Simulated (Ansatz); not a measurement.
Ansatz (a first-principles code) run on BiN (P1, 4 atoms in the cell): self-consistent single point.

Method of the run: HSE06 (plane waves, PAW; Ansatz).

```
CELL_PARAMETERS angstrom
      3.69428     0.00000     0.00000
      0.00000     5.43684     0.00000
     -0.35363     0.00000     3.72550
ATOMIC_POSITIONS crystal
  Bi 0.72807 0.03039 0.28637
  Bi 0.26977 0.53739 0.71728
  N  0.67472 0.46571 0.31304
  N  0.32744 0.95276 0.68330
```

Reference input (self-consistent single point, DFT, HSE06, plane waves, default PAW files made with PBE): basis.ecutwfc = 420 eV; kpoints.mp_grid.grid = 4 3 4; hamiltonian.xc = hse06; hamiltonian.pseudopotentials = {kind: paw} (the program's default PAW files); scf.occupations.method = fixed. This run's input differs from it in these lines:

```diff
@@ -22,2 +22,4 @@
     method: fixed
+  mixing:
+    preconditioner: ldos
 output:
```

Log, with long lists cut:

```
Error: inconsistent input (scf.mixing.preconditioner, scf.occupations.method): ldos needs the smeared local DOS at the Fermi level to build its model. With no smearing kernel (method: fixed, a smearing width below the step floor, tetrahedron integration, or explicit occupations) the LDOS field is never tabulated. Use a smearing scheme with a finite width, or preconditioner: auto
```

The program stopped before any SCF iteration. 

The starting cell comes from a database of computed structures (which also holds hypothetical and non-ambient phases and stackings), without a prior relaxation at this level. Its atoms were displaced at random from the sites of space group no. 4. Spin-orbit coupling is off.

Keys are those of Ansatz 0.2.
